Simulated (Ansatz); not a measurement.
SiC (P6_3mc) under uniaxial stress along c (compression positive): band gap by r2SCAN with spin-orbit coupling, rigid bands (plane waves, PAW; Ansatz, a quantum-chemistry and plane-wave program). The unloaded cell, whose axes the loads refer to:

```cif
data_C2Si2
_chemical_formula_sum 'Si2 C2'
_space_group_name_H-M_alt 'P63mc'
_space_group_IT_number 186
_space_group_name_Hall 'P 6c -2c'
_cell_length_a 3.07597
_cell_length_b 3.07597
_cell_length_c 5.04775
_cell_angle_alpha 90.000
_cell_angle_beta 90.000
_cell_angle_gamma 120.000
loop_
_atom_site_label
_atom_site_type_symbol
_atom_site_symmetry_multiplicity
_atom_site_Wyckoff_symbol
_atom_site_fract_x
_atom_site_fract_y
_atom_site_fract_z
_atom_site_occupancy
Si1 Si 2 b 0.66667 0.33333 0.49959 1
C1 C 2 b 0.33333 0.66667 0.37541 1
```

```csv
uniaxial stress along c (compression positive) (GPa),volume per atom (Å³),band gap (eV)
-20,10.69,?
-10,10.51,2.52
-5,10.42,2.58
0,10.34,2.65
5,10.26,2.72
10,10.19,2.70
```

Problem. Fit a straight line to band gap against the load over the rows given, and predict the row at -20 GPa.

Solution. The means are x̄ = 0.000 GPa and ȳ = 2.6340; Σ(x − x̄)(y − ȳ) = 2.500 and Σ(x − x̄)² = 250.0, so the slope is 10.0 meV per GPa, and the rows given lie within 36 meV of the line. At -20 GPa the line gives 2.43 eV; the calculation gives 2.40 eV, 1.4 % from it.

 Stresses and pressures are the targets of the relaxation. Gaps are resolved to about 0.01 eV. The structure type is held at every load. Geometry: cell and atoms relaxed with PBEsol.
